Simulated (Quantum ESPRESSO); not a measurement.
Habitual settings against a tight run: a (100) slab of Ru (cut from a parent of space group no. 194; 6 atoms in the cell)

Self-consistent single point.

```
CELL_PARAMETERS angstrom
      4.20408     0.00000     0.00000
      0.00000     2.66721     0.00000
      0.00000     0.00000    22.25350
ATOMIC_POSITIONS crystal
  Ru 0.25000 0.75000 0.42975
  Ru 0.75000 0.75000 0.35949
  Ru 0.25000 0.25000 0.53512
  Ru 0.75000 0.25000 0.46487
  Ru 0.25000 0.75000 0.64051
  Ru 0.75000 0.75000 0.57025
```

Method of the run: PBEsol, SSSP 1.1.2 efficiency (PBE) pseudopotentials (plane waves; Quantum ESPRESSO 7.5).

Base settings: ecutwfc = 60 Ry; occupations = smearing; smearing = fermi-dirac; degauss = 0.0073499 Ry; input_dft = pbesol; mixing_mode = local-TF; potentials = {Ru: Ru_ONCV_PBE-1.0.oncvpsp.upf}; K_POINTS = automatic 5 7 1 0 0 0; conv_thr = 1e-11 Ry; mixing_beta = 0.4.

Tight run (finer mesh or higher cutoff; not a proven limit): ecutwfc: 60 Ry → 84 Ry; conv_thr: 1e-11 Ry → 7.3e-11 Ry; K_POINTS: automatic 5 7 1 0 0 0 → automatic 7 10 1 0 0 0. It gave Fermi level (on the code's own zero) 4.83 eV; pressure averaged over the cell with its vacuum -4.45 GPa; largest force (vector length) 1.493 eV/Å.

Quick runs, as changes from the base:
- A: the base itself
- B: ecutwfc: 60 Ry → 36 Ry; K_POINTS: automatic 5 7 1 0 0 0 → automatic 3 3 1 0 0 0
- C: ecutwfc: 60 Ry → 36 Ry; conv_thr: 1e-11 Ry → 7.3e-06 Ry; K_POINTS: automatic 5 7 1 0 0 0 → automatic 1 1 1 0 0 0
- D: ecutwfc: 60 Ry → 32 Ry; input_dft: pbesol → default; conv_thr: 1e-11 Ry → 7.3e-05 Ry; pseudopotentials: {Ru: Ru_ONCV_PBE-1.0.oncvpsp.upf} → {Ru: ru_lda_v1.2.uspp.F.UPF}; K_POINTS: automatic 5 7 1 0 0 0 → automatic 2 2 1 0 0 0; ecutrho: default → 256 Ry [LDA (PZ)]
- E: smearing: fermi-dirac → gaussian; degauss: 0.0073499 Ry → 0.0099958 Ry; K_POINTS: automatic 5 7 1 0 0 0 → automatic 4 4 1 0 0 0
- F: ecutwfc: 60 Ry → 20 Ry; input_dft: pbesol → default; pseudopotentials: {Ru: Ru_ONCV_PBE-1.0.oncvpsp.upf} → {Ru: ru_lda_v1.2.uspp.F.UPF}; K_POINTS: automatic 5 7 1 0 0 0 → automatic 4 4 1 0 0 0; ecutrho: default → 160 Ry [LDA (PZ)]

Energies are extrapolated to zero smearing width, which holds to low order in the width alone (under cold and Methfessel-Paxton smearing the free energy itself is taken).

Dashes: time of C, under 30 s; energy of D, F, another energy zero.

† marks runs with another functional, U, potentials or spin treatment: their distance from the tight run is not a convergence error alone.

The count of work is k-points × plane waves × bands × iterations; it is no time. Core times come from one kind of shared machine and are given to one figure; runs under 30 s give none.

The starting cell comes from a database of computed structures (which also holds hypothetical and non-ambient phases and stackings), without a prior relaxation at this level. The slab is cut from that crystal, and its faces are unrelaxed. Its lattice was rescaled in the plane by a random factor within 2.5 % of one. Spin polarisation is off. In the base run, forces exceed 1 eV/Å. Without a gap this mesh is coarse (it stands for a supercell whose shortest in-plane vector is 19 Å).

```
run  energy less tight (meV/atom)  largest miss in a force vector (eV/Å)  count of work / tight  core time / tight (rough)
---  ----------------------------  -------------------------------------  ---------------------  -------------------------
A                             1.5                                  0.059                   0.33                        0.3
B                           294.5                                  1.107                  0.054                       0.05
C                          -800.6                                  1.327                 0.0083                          –
D†                              –                                  0.646                  0.024                       0.06
E                           -54.5                                  0.112                   0.25                        0.3
F†                              –                                  0.529                  0.046                       0.05
```

Among the runs at the tight run's level, the energy misses run from 1.5 to 800.6 meV/atom.
